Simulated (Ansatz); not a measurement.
## Response to strain in hypothetical P-6m2 GaN

Consider GaN (space group P-6m2, No. 187; a = 2.979 Å, c = 2.687 Å; a hypothetical phase, not in the database extracts checked; relaxed with 0.1 eV smearing). Axes: x lies along a and z along c of the hexagonal cell.

Strains are applied to the cell and any free atomic positions relax; under biaxial strain the out-of-plane vector relaxes too; under stress the whole cell relaxes.

The values are results of DFT with PBE, PAW potentials and a 420 eV plane-wave cutoff in Ansatz (a quantum-chemistry and plane-wave program), no spin-orbit coupling, not measurements.

Notes on the quantities. pressure: mean of the normal stresses, compression positive.

```json
[
 {"change": "base", "pressure": "0.0 GPa", "shortest interatomic distance": "218.3 pm"},
 {"change": "biaxial strain −2.38 %, plane normal [001], relaxed out of plane", "pressure": "7.7 GPa", "shortest interatomic distance": "215.3 pm"},
 {"change": "biaxial strain +0.47 %, plane normal [001], relaxed out of plane", "pressure": "-1.3 GPa", "shortest interatomic distance": "218.9 pm"},
 {"change": "isotropic strain −1.12 %", "pressure": "6.3 GPa", "shortest interatomic distance": "215.8 pm"},
 {"change": "isotropic strain +1.48 %", "pressure": "-6.8 GPa", "shortest interatomic distance": "221.5 pm"},
 {"change": "isotropic strain +5.45 %", "pressure": "-18.4 GPa", "shortest interatomic distance": "230.2 pm"},
 {"change": "uniaxial stress, 2 GPa compression along z", "pressure": "–", "shortest interatomic distance": "218.0 pm"}
]
```

Stability under load was not tested beyond the relaxation. The final runs are not spin-polarised.
